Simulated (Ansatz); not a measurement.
SiSe2 (Ibam, No. 72, 6 atoms in the cell; start mp-1179443), treated with PBE0 in Ansatz (PAW).

Settings: plane-wave cutoff 460 eV, 6×6×6 k mesh, Fermi–Dirac smearing 0.01 eV, scalar-relativistic PAW data made under PBE.

Cell (relaxed with PBEsol):

```cif
data_Se4Si2
_chemical_formula_sum 'Si2 Se4'
_space_group_name_H-M_alt 'P 1'
_space_group_IT_number 1
_cell_length_a 6.33245
_cell_length_b 6.33245
_cell_length_c 6.33245
_cell_angle_alpha 120.287
_cell_angle_beta 85.597
_cell_angle_gamma 124.920
loop_
_space_group_symop_operation_xyz
  'x, y, z'
loop_
_atom_site_label
_atom_site_type_symbol
_atom_site_fract_x
_atom_site_fract_y
_atom_site_fract_z
_atom_site_occupancy
Si1 Si 0.75000 0.75000 0.00000 1
Si2 Si 0.25000 0.25000 0.00000 1
Se1 Se 0.37164 0.70511 0.07675 1
Se2 Se 0.62836 0.29489 0.92325 1
Se3 Se 0.12836 0.20511 0.33347 1
Se4 Se 0.87164 0.79489 0.66653 1
```

### Question
Give the computed band gap, smallest direct gap on the k points sampled and Γ–Γ gap.

### Answer

- band gap: 3.36 eV (on the SCF k mesh) (indirect)
- smallest direct gap on the k points sampled: 3.43 eV
- Γ–Γ gap: 4.92 eV

Note: cell and atoms aren't relaxed at this level.

Spin–orbit coupling is not included.

Computed values are for the static lattice.

The result took about 19 core-minutes (a rough figure).

A start named mp-… is a Materials Project structure, which need not be a measured phase.

Ansatz is a program for electronic structure.
